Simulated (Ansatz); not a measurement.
Band structure of Al (Fm-3m, 1 atom in the cell).

```
Al
1.0
    0.00000     2.01946     2.01946
    2.01946     0.00000     2.01946
    2.01946     2.01946     0.00000
Al
1
Cartesian
  0.00000   0.00000   0.00000
```

Method: PBE, harder PAW files (source: ansatz) (plane waves; Ansatz, a quantum-chemistry and plane-wave program).

Settings: basis.ecutwfc = 900 eV; kpoints.mp_grid.grid = 14 14 14; hamiltonian.xc = pbe; hamiltonian.pseudopotentials = {kind: paw, source: ansatz}; scf.occupations.method = methfessel_paxton; scf.occupations.width = 0.1 eV; kpoints.band_path.npoints = 16.

The starting cell comes from a database of computed structures (which also holds hypothetical and non-ambient phases and stackings), without a prior relaxation at this level.

Levels in eV from the Fermi level, bands 3 to 9:
```
point       3       4       5      6      7      8      9
-----  ------  ------  ------  -----  -----  -----  -----
Γ      -64.85  -64.85  -11.11  12.67  12.67  12.67  14.17
X      -64.86  -64.86   -2.89  -1.56   5.30   5.64   5.64
W      -64.87  -64.86   -0.81  -0.81   0.21   1.16  15.88
K      -64.87  -64.86   -1.85  -1.32  -0.35   6.61   8.25
L      -64.86  -64.86   -4.56  -4.34  11.47  11.47  11.51
U      -64.87  -64.86   -1.85  -1.32  -0.35   6.61   8.25
```

Bands cross the Fermi level along this path, so the cell is metallic at this level.

Keys are those of Ansatz 0.2.
